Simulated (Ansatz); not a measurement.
CaO (model structure, from the wurtzite type, P6₃/mmc, No. 194), treated with PBEsol (Ansatz, a quantum-chemistry and plane-wave program, plane waves, PAW).

Run with plane-wave cutoff 520 eV, 12×12×8 k mesh (along the axes of the cell as run), Fermi–Dirac smearing 0.01 eV, scalar-relativistic PAW data made under PBE.

The cell is the one relaxed with PBEsol. Conventional cell: a = 3.9562 Å, b = 3.9562 Å, c = 4.7433 Å, α = 90.00°, β = 90.00°, γ = 120.00°.

```
CaO
1.0
    3.95619     0.00000     0.00000
   -1.97810     3.42616     0.00000
    0.00000     0.00000     4.74327
Ca O
2 2
Direct
  0.66667   0.33333   0.06260
  0.33333   0.66667   0.56260
  0.66667   0.33333   0.56260
  0.33333   0.66667   0.06260
```

List the 15 lowest band energies at Γ above −25 eV (eV, relative to the valence band maximum), grouping those that round alike.

At Γ: -18.78, -18.50 (×2), -18.28 (×2), -18.14, -15.37, -15.19, -1.23 (×2), -1.21 (×2), -1.09, 0.00, 3.14.

Note: the cell keeps the symmetry of its start, so it can be a saddle point.

A model structure was made by putting elements into a prototype or built by hand; it is no filed structure, need not be a known phase, and can be a saddle point held by its symmetry.
